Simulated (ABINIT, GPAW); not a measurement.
A GPAW input for a self-consistent single point of GaCuSe2 (I-42d, 8 atoms in the cell) (DFT PBE, plane waves, GPAW PAW datasets PBE (gpaw-data 1.0.1)):

```python
from ase import Atoms
from ase.units import GPa
from gpaw import GPAW, PW

atoms = Atoms(['Ga', 'Ga', 'Cu', 'Cu', 'Se', 'Se', 'Se', 'Se'],
              cell=[[-2.765932, 2.765932, 5.484897],
                    [2.765932, -2.765932, 5.484897],
                    [2.765932, 2.765932, -5.484897]],
              scaled_positions=[[0.250000, 0.750000, 0.500000],
                                [0.500000, 0.500000, 0.000000],
                                [0.750000, 0.250000, 0.500000],
                                [0.000000, 0.000000, 0.000000],
                                [0.121220, 0.125000, 0.496220],
                                [0.875000, 0.371220, 0.996220],
                                [0.628780, 0.625000, 0.503780],
                                [0.375000, 0.878780, 0.003780]],
              pbc=True)

calc = GPAW(mode=PW(800),
            xc='PBE',
            kpts=(3, 3, 3),
            occupations={'name': 'methfessel-paxton', 'width': 0.1, 'order': 0},
            nbands=-4,
            convergence={'forces': 0.001, 'bands': -2},
            symmetry={'symmorphic': False, 'tolerance': 0.0005},
            maxiter=120,
            txt='-')

atoms.calc = calc

energy = atoms.get_potential_energy()
print('Energy (eV):', round(energy, 6))
forces = atoms.get_forces()
print('Forces (eV/Ang):')
print(forces.round(5))
stress = atoms.get_stress()
print('Stress (GPa, Voigt):', (stress / GPa).round(4))
```

Translate this input to ABINIT.

This is the input that was run; spellings and numerical settings could be chosen otherwise.

```
# GaCuSe2, JTH v2.0 PBE PAW
pp_dirpath "./"
pseudos "Ga.GGA_PBE-JTH.xml, Cu.GGA_PBE-JTH.xml, Se.GGA_PBE-JTH.xml"
acell 3*1.0 Angstrom
rprim
        -2.7659320000    2.7659320000    5.4848970000
         2.7659320000   -2.7659320000    5.4848970000
         2.7659320000    2.7659320000   -5.4848970000
natom 8
ntypat 3
znucl 31 29 34
typat 1 1 2 2 3 3 3 3
xred
         0.2500000000    0.7500000000    0.5000000000
         0.5000000000    0.5000000000    0.0000000000
         0.7500000000    0.2500000000    0.5000000000
         0.0000000000    0.0000000000    0.0000000000
         0.1212200000    0.1250000000    0.4962200000
         0.8750000000    0.3712200000    0.9962200000
         0.6287800000    0.6250000000    0.5037800000
         0.3750000000    0.8787800000    0.0037800000
ecut 816 eV
pawecutdg 1633 eV
pawxcdev 0
occopt 7
tsmear 0.1 eV
nband 55
kptopt 1
ngkpt 3 3 3
nshiftk 1
shiftk 0 0 0
nstep 80
toldfe 1.0e-09
prtwf 0
prtden 0
enunit 2
```

Basis settings and potentials, where a program has them, do not carry over. This input uses DFT, PBE, plane waves, PAW (JTH v2.0 PBE PAW).

The starting cell comes from a database of computed structures (which also holds hypothetical and non-ambient phases and stackings), without a prior relaxation at this level. Its lattice was rescaled by a random factor within 2.5 % of one. For this run, on top of that: lattice scaled by 0.98.
